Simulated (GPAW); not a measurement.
Band structure of SiGe (P6_3mc, 4 atoms in the cell).

```yaml
crystal:
  lattice:
    - [3.90445, 0.00000, 0.00000]
    - [-1.95223, 3.38135, 0.00000]
    - [0.00000, 0.00000, 6.45078]
  atoms:
    - { symbol: Si, position: [0.66667, 0.33333, 0.87461] }
    - { symbol: Si, position: [0.33333, 0.66667, 0.37461] }
    - { symbol: Ge, position: [0.66667, 0.33333, 0.50039] }
    - { symbol: Ge, position: [0.33333, 0.66667, 0.00039] }
```

Computed with PBEsol, GPAW PAW datasets PBEsol (made by gpaw-setup) (plane waves; GPAW).

Settings: mode = pw; ecut = 600 eV; xc = PBEsol; kpts = 10 10 5; mesh shift (steps) = 0 0 0; occupations.name = fermi-dirac; occupations.width = 0.02 eV; nbands = -6; convergence.bands = -4; symmetry.symmorphic = false; symmetry.tolerance = 0.0005; maxiter = 150; bandpath_npoints = 40.

The starting cell comes from a database of computed structures (which also holds hypothetical and non-ambient phases and stackings), without a prior relaxation at this level.

Question: Predict the gap along the standard path and the places of the band edges.

Answer: The gap along the path is 0.34 eV, from Γ to M; the smallest direct gap on it is 0.41 eV. Another conduction valley lies within 0.1 eV, so the order of the valleys is not sure.

Levels in eV from the top of the valence band on the SCF mesh, bands 5 to 12:
```
point      5      6      7      8     9    10    11    12
-----  -----  -----  -----  -----  ----  ----  ----  ----
Γ      -1.58  -0.31   0.00   0.00  0.41  1.48  2.03  2.03
M      -4.77  -3.17  -3.03  -1.53  0.35  1.96  3.19  3.31
K      -5.25  -3.65  -3.65  -3.40  0.97  4.78  4.78  5.53
A      -0.97  -0.97  -0.97  -0.97  1.21  1.21  3.08  3.08
L      -2.60  -2.60  -2.52  -2.52  0.62  0.62  1.77  1.77
H      -4.54  -4.54  -2.10  -2.10  1.33  1.33  3.71  3.71
```
